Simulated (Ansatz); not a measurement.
**LaP in the CsCl type structure (space group Pm-3m, No. 221; a hypothetical phase, not in the database extracts checked)**

LaP is modelled in the cubic space group Pm-3m (No. 221), the CsCl type structure, Pearson symbol cP2. Lattice parameters: a = b = c = 3.5884 Å, α = β = γ = 90.00°. La on 1a is coordinated by 8 P at 3.108 Å (cubic). P on 1b is surrounded by 8 La at 3.108 Å (cubic). (Neighbours: up to the widest gap in distance over summed covalent radii, below 1.35, at either atom; cation-cation and far metal-metal contacts left out.)

All numbers come from PBEsol in Ansatz (plane waves to 420 eV, PAW, no spin-orbit coupling). k-mesh 13×13×13 (Γ-centred); smearing 0.05 eV (Fermi–Dirac).

| Property | Value |
|---|---|
| Volume per atom | 23.10 Å³ |
| Density | 6.11 g/cm³ |
| Band gap | zero |
| Total energy | -3451.894 eV/atom (σ→0; compares only within this code and set-up) |

Stability against distortions was not tested. All final runs are without spin polarisation.

Ansatz is a program for electronic structure.
